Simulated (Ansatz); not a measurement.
Fluorite NdH2 was calculated with PBEsol in Ansatz (PAW).

Run with plane-wave cutoff 500 eV, 12×12×12 k mesh, Fermi–Dirac smearing 0.05 eV, spin-polarised start, scalar-relativistic PAW data made under PBE.

Computed at the level's own relaxed cell.

Q: Predict the volume per atom and lattice parameter a.

A: 
* **volume per atom**: 13.30 Å³/atom
* **lattice parameter a**: 5.425 Å

The run finds no gap.

Note: the magnetic order was assumed, not searched for or taken from measurement; the relaxation could not lower the start's symmetry, so the cell can be a saddle point above a distorted one; the 4f shell is treated without U or exact exchange, so its levels and filling can be wrong.

Spin–orbit coupling is not included.

Computed values are for the static lattice.

The result took very roughly 70 core-seconds.

Ansatz is an electronic-structure program.
